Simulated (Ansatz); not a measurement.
Here is the system:

```yaml
crystal:
  lattice:
    - [-1.89620, 1.89620, 4.80449]
    - [1.89620, -1.89620, 4.80449]
    - [1.89620, 1.89620, -4.80449]
  atoms:
    - { symbol: Ti, position: [0.75000, 0.25000, 0.50000] }
    - { symbol: Ti, position: [0.00000, 0.00000, 0.00000] }
    - { symbol: O, position: [0.54318, 0.04318, 0.50000] }
    - { symbol: O, position: [0.79318, 0.79318, 0.00000] }
    - { symbol: O, position: [0.20682, 0.20682, 0.00000] }
    - { symbol: O, position: [0.95682, 0.45682, 0.50000] }
```

No spin polarisation.

All numbers come from PBEsol/PAW in Ansatz (a quantum-chemistry and plane-wave program), no spin-orbit coupling. Settings: 12×12×12 k-points, 0.05 eV Fermi–Dirac smearing.

Predict the band gap, pressure, gap character and smallest direct gap.


* **Band gap**: 2.09 eV
* **Pressure (mean of the normal stresses, compression positive)**: -3.48 GPa
* **Gap character**: indirect, Γ–X (87 % along) → Γ
* **Smallest direct gap**: 2.41 eV

The cells carry an imposed strain or load. No phonon test of stability was made. The final runs are not spin-polarised. The cell was made from TiO2 in the anatase structure (space group I4_1/amd, No. 141) by this change: isotropic strain +0.60 %.
